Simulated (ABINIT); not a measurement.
Input and output of a self-consistent single point for CoAl (Pm-3m, 2 atoms in the cell) (ABINIT).

Level of theory: PBE, PAW (JTH v2.0 PBE PAW) (plane waves; ABINIT).

The change in words: lattice scaled by 0.98. Reference geometry:
```yaml
crystal:
  lattice:
    - [2.90690, 0.00000, 0.00000]
    - [0.00000, 2.90690, 0.00000]
    - [0.00000, 0.00000, 2.90690]
  atoms:
    - { symbol: Al, position: [0.50000, 0.50000, 0.50000] }
    - { symbol: Co, position: [0.00000, 0.00000, 0.00000] }
```

Reference input (self-consistent single point, DFT, PBE, plane waves, PAW (JTH v2.0 PBE PAW)): pseudos = [Al.GGA_PBE-JTH.xml, Co.GGA_PBE-JTH.xml]; ecut = 30 Ha; pawecutdg = 60 Ha; pawxcdev = 0; occopt = 3; tsmear = 0.05 eV; ngkpt = 15 15 15; nshiftk = 1; shiftk = 0 0 0; potentials = JTH v2.0 PBE PAW; nband = 15; kptopt = 1. This run's input differs from it in these lines:

```diff
@@ -5,5 +5,5 @@
 rprim
-         5.4932524306    0.0000000000    0.0000000000
-         0.0000000000    5.4932524306    0.0000000000
-         0.0000000000    0.0000000000    5.4932524306
+         5.3833875331    0.0000000000    0.0000000000
+         0.0000000000    5.3833875331    0.0000000000
+         0.0000000000    0.0000000000    5.3833875331
 natom 2
@@ -13,3 +13,3 @@
 xcart
-         1.4534520000    1.4534520000    1.4534520000
+         1.4243830000    1.4243830000    1.4243830000
          0.0000000000    0.0000000000    0.0000000000
```

Log, with long lists cut:

```
--- !BeginCycle
solver: {iscf: 17, nstep: 80, nline: 4, wfoptalg: 10, }
tolerances: {toldfe: 1.00E-09, }
...

     iter   Etot(hartree)      deltaE(h)  residm     nres2
 ETOT  1  -145.60542581848    -1.456E+02 2.724E+01 1.453E+01
 ETOT  2  -148.68998270531    -3.085E+00 3.476E-01 1.559E+02
 ETOT  3  -148.58124148801     1.087E-01 1.734E-01 2.118E+01
 ETOT  4  -148.56806750234     1.317E-02 7.155E-02 9.687E+00
 ETOT  5  -148.55823263890     9.835E-03 1.304E-02 1.517E+00
   [... 4 lines left out ...]
 ETOT 10  -148.55710920882     1.544E-07 2.041E-03 5.799E-06
 ETOT 11  -148.55710920184     6.978E-09 4.418E-03 3.567E-07
 ETOT 12  -148.55710920134     5.045E-10 9.827E-04 1.344E-08
 ETOT 13  -148.55710920134    -5.969E-13 1.979E-03 8.668E-09
 At SCF step   13, etot is converged :
  for the second time, diff in etot=  5.969E-13 < toldfe=  1.000E-09

 Cartesian components of stress tensor (hartree/bohr^3)
  sigma(1 1)= -1.76678217E-05  sigma(3 2)=  0.00000000E+00
  sigma(2 2)= -1.76678217E-05  sigma(3 1)=  0.00000000E+00
  sigma(3 3)= -1.76678217E-05  sigma(2 1)=  0.00000000E+00

 ----iterations are completed or convergence reached----

 reduced coordinates (array xred) for    2 atoms
       0.500000002190      0.500000002190      0.500000002190
       0.000000002190      0.000000002190      0.000000002190
 cartesian forces (eV/Angstrom) at end:
    1     -0.00000000000000    -0.00000000000000    -0.00000000000000
    2     -0.00000000000000    -0.00000000000000    -0.00000000000000
 frms,max,avg= 0.0000000E+00 0.0000000E+00   0.000E+00  0.000E+00  0.000E+00 e/A
   [... lines left out ...]
 Fermi (or HOMO) energy (eV) =  13.01559   Average Vxc (eV)= -11.76842
   [... lines left out ...]
'-kT*entropy'       : -2.50178519872415E-04
total_energy        : -1.48557147270788E+02
total_energy_eV     : -4.04244555953197E+03
...

-Cartesian components of stress tensor (GPa)         [Pressure=  5.1981E-01 GPa]
- sigma(1 1)= -5.19805174E-01  sigma(3 2)=  0.00000000E+00
- sigma(2 2)= -5.19805174E-01  sigma(3 1)=  0.00000000E+00
- sigma(3 3)= -5.19805174E-01  sigma(2 1)=  0.00000000E+00

 Calculation completed.
```

The run converged in 13 iterations. Against the reference run the free energy goes down by 19.5 meV/atom and the pressure goes from -9.21 to 0.52 GPa.

The starting cell has typed, rounded lattice constants, without a prior relaxation at this level. Its lattice was rescaled by a random factor within 2.5 % of one. For this run, on top of that: lattice scaled by 0.98. Spin polarisation is off.

Cost on one core of a shared machine: roughly 70 s.
